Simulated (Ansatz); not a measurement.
# Convergence study of the plane-wave cutoff for ScPt3 (P4mm, 4 atoms in the cell)

```
ScPt3
1.0
    3.96432     0.00000     0.00000
    0.00000     3.96432     0.00000
    0.00000     0.00000     3.96432
Sc Pt
1 3
Direct
  0.00000   0.00000   0.01261
  0.50000   0.50000   0.00000
  0.00000   0.50000   0.50000
  0.50000   0.00000   0.50000
```

Method: PBEsol, default PAW files made with PBE (plane waves; Ansatz, an electronic-structure program).

Base settings: basis.ecutwfc = 30.9 Ry; kpoints.mp_grid.grid = 7 7 7; hamiltonian.xc = pbesol; hamiltonian.pseudopotentials = {kind: paw} (the program's default PAW files); scf.occupations.method = fermi_dirac; scf.occupations.width = 0.0073 Ry.

The second cell is the first with its lattice scaled by 0.98.

The mesh stays at the base's, so the ladder's end is converged at best in this setting alone.

The first pressure column holds Ansatz's estimate of the finite-basis (Pulay) stress, which hides part of the cutoff error; the other is without it.

Only quantities that move along the ladder and can be compared are tabulated.

The count of work is k-points × plane waves × bands × iterations; it is no time. 

The starting cell comes from a database of computed structures (which also holds hypothetical and non-ambient phases and stackings), without a prior relaxation at this level. Its lattice was rescaled by up to half a per cent. One atom was moved a little off its site on purpose. Spin polarisation is off.

Steps (basis.ecutwfc): 10.7 Ry; 12.5 Ry; 14 Ry; 15.4 Ry; 16.9 Ry; 18.4 Ry; 21.7 Ry; 24.6 Ry; 27.9 Ry; 30.9 Ry; 33.8 Ry; 37.1 Ry; 41.5 Ry; 46.3 Ry; 54 Ry; 61.7 Ry; 74.2 Ry.

**Question.** What is the coarsest basis.ecutwfc that holds the free energy within 5 meV/atom of the last step, with all finer ones?

**Answer.** 27.9 Ry, at 0.19 of the last step's count of work; the step before is off by 18 meV/atom.

**Question.** What is the coarsest basis.ecutwfc that holds the energy of the compressed cell less the first within 1 meV/atom of the last step, with all finer ones?

**Answer.** 24.6 Ry, at 0.16 of the last step's count of work; the step before is off by 3.2 meV/atom.

**Question.** What is the coarsest basis.ecutwfc that holds the pressure without the Pulay estimate within 0.1 GPa of the last step, with all finer ones?

**Answer.** 30.9 Ry, at 0.23 of the last step's count of work; the step before is off by 0.11 GPa.

| basis.ecutwfc | free energy less the last step's (meV/atom) | energy of the compressed cell less the first (meV/atom) | pressure (GPa) | pressure without the Pulay estimate (GPa) | largest difference of a force vector from the last step's (eV/Å) | count of work / last |
|---|---|---|---|---|---|---|
| 10.7 Ry | 48634.91 | -620.30 | -73.85 | -1516.93 | 1.594 | 0.071 |
| 12.5 Ry | 23296.66 | -236.93 | -55.92 | -888.26 | 1.044 | 0.077 |
| 14 Ry | 12156.93 | -20.71 | -5.25 | -541.31 | 0.328 | 0.092 |
| 15.4 Ry | 6229.52 | 1.87 | 15.48 | -320.36 | 0.030 | 0.096 |
| 16.9 Ry | 2751.43 | 102.89 | 11.25 | -167.74 | 0.127 | 0.11 |
| 18.4 Ry | 1172.39 | 45.63 | 1.70 | -85.37 | 0.088 | 0.13 |
| 21.7 Ry | 149.84 | 26.67 | -2.42 | -17.36 | 0.003 | 0.16 |
| 24.6 Ry | 17.76 | 29.64 | -2.04 | -4.34 | 0.002 | 0.16 |
| 27.9 Ry | 2.60 | 29.96 | -1.95 | -2.09 | 0.000 | 0.19 |
| 30.9 Ry | 1.65 | 29.95 | -1.96 | -2.01 | 0.000 | 0.23 |
| 33.8 Ry | 0.92 | 29.89 | -1.97 | -2.02 | 0.000 | 0.26 |
| 37.1 Ry | 0.46 | 29.88 | -1.97 | -1.99 | 0.000 | 0.30 |
| 41.5 Ry | 0.29 | 29.87 | -1.97 | -1.98 | 0.000 | 0.41 |
| 46.3 Ry | 0.18 | 29.87 | -1.97 | -1.98 | 0.000 | 0.48 |
| 54 Ry | 0.09 | 29.87 | -1.97 | -1.97 | 0.000 | 0.62 |
| 61.7 Ry | 0.05 | 29.87 | -1.97 | -1.97 | 0.000 | 0.75 |
| 74.2 Ry | 0.00 | 29.87 | -1.97 | -1.97 | 0.000 | 1.0 |

The energy difference between the two cells stays within 1 meV/atom of the last step's from 24.6 Ry on, the total only from 33.8 Ry on: much of the error is common to both cells and cancels.

At the lowest cutoff the pressure without the Pulay estimate lies 1510 GPa under the last step's, the usual sign of Pulay stress in an incomplete plane-wave basis.

Keys are those of Ansatz 0.2.
